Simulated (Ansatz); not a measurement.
How far PBE and r2SCAN part for InP, pressure 3 GPa

The reference is InP in the zinc blende structure (space group F-43m, No. 216; a = 5.9595 Å).

(Cell as relaxed with PBE.)

Levels (all Ansatz, a quantum-chemistry and plane-wave program, PAW): PBE (420 eV, no SOC); r2SCAN (500 eV, spin-orbit coupling left out).

Each level relaxes its own structure.

```csv
base,PBE,r2SCAN
volume per atom,26.46 Å³,25.76 Å³
lattice parameter a,5.960 Å,5.907 Å
band gap,0.44 eV,1.03 eV
```

One thing is altered: cell and atoms relaxed at a pressure of 3 GPa.

```tsv
quantity	PBE	r2SCAN
valley order (the lowest conduction-band minima on the path, energy above the VBM, named in the base's zone)	Γ 0.69 eV; L along ⟨111⟩ 1.49 eV; X along ⟨100⟩ 1.77 eV	Γ 1.26 eV; L along ⟨111⟩ 1.90 eV; X along ⟨100⟩ 1.98 eV
mean gap deformation potential ΔEg/Δln V	-5.5 eV	-5.8 eV
hole mass (degenerate bands, along [100])	0.054, 0.44, 0.44 mₑ (at Γ)	0.087, 0.42, 0.42 mₑ (at Γ)
```

Both order the valleys alike; PBE's mean gap deformation potential ΔEg/Δln V lies 0.36 eV above r2SCAN's. Neither level is exact; r2SCAN is the comparison here, not a measurement.

Load acts through the strain it causes; cell and atoms are relaxed under it. Effective masses come from finite differences of ±0.01 Å⁻¹. Whether these cells are dynamically stable was not tested. Tetrahedral semiconductors of this kind turn to denser phases somewhere between about 1 and 50 GPa; those were not computed, so compressed cells here can lie past the real transition.
